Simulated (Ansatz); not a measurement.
The starting structures come from a database of crystals and need not be the phases stable at ambient conditions.

Inside the gap of an insulator the Bloch states are evanescent, with a wavenumber k + iκ along the transport direction.

Data:

```yaml
crystal:
  lattice:
    - [7.64416, 0.00000, 0.00000]
    - [0.00000, 7.64416, 0.00000]
    - [3.82208, -3.82208, 5.48907]
  atoms:
    - { symbol: Rb, position: [0.25000, 0.25000, 0.50000] }
    - { symbol: Rb, position: [0.75000, 0.75000, 0.50000] }
    - { symbol: Te, position: [0.00000, 0.00000, 0.00000] }
    - { symbol: Br, position: [0.72680, 0.77354, 0.00000] }
    - { symbol: Br, position: [0.27320, 0.22646, 0.00000] }
    - { symbol: Br, position: [0.22646, 0.72680, 0.00000] }
    - { symbol: Br, position: [0.77354, 0.27320, 0.00000] }
    - { symbol: Br, position: [0.75244, 0.24756, 0.49512] }
    - { symbol: Br, position: [0.24756, 0.75244, 0.50488] }
```

Space group of this cell: I4/m. The cell is taken as given.

Transport runs along the normal of the first two printed cell vectors, the (001) plane of the conventional cell.

The gap is the functional's own. No spin-orbit coupling. Mid-gap values are interpolated on the energy grid.

Q: Give the band gap and the smallest decay constant κ at mid-gap that r2SCAN run with Ansatz (an electronic-structure program) yields.

A: Gap 2.20 eV on a 6×6×6 mesh; κ = 0.278 1/Å, at (0.500, 0.000) of the in-plane reciprocal vectors. At the zone centre, at the nearest computed energy, the slowest state has κ = 0.35 1/Å.
